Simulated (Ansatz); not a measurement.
## W3Si (model structure, started from the D03 type, Fm-3m, No. 225, 4 atoms in the cell)

Level of theory: LDA (PAW; Ansatz, a program for electronic structure).

Run with plane-wave cutoff 520 eV, 14×14×14 k mesh, Fermi–Dirac smearing 0.05 eV, no spin polarisation, scalar-relativistic PAW data made under PBE.

Cell (relaxed at this level):

```
W3Si
1.0
    0.00000     3.07475     3.07475
    3.07475     0.00000     3.07475
    3.07475     3.07475     0.00000
Si W
1 3
Cartesian
  0.00000   0.00000   0.00000
  3.07475   3.07475   3.07475
  1.53738   1.53738   1.53738
  4.61213   4.61213   4.61213
```

For W3Si (model structure, started from the D03 type, Fm-3m, No. 225, 4 atoms in the cell), the bulk modulus is 295 GPa.

Note: the run has no spin polarisation, so it can have missed a magnetic state; the bulk modulus is −V dP/dV from two relaxed cells at ±2 % in volume; the relaxation could raise the start's symmetry but not lower it, so the cell can be a saddle point.

Spin–orbit coupling is not included; it can open a gap where bands touch, and shift volumes and moduli.

Static lattice: no zero-point or thermal effects.

Cost on a shared machine: roughly 70 core-seconds.

A model structure was made by putting elements into a prototype or built by hand; it is no filed structure, need not be a known phase, and can be a saddle point held by its symmetry.
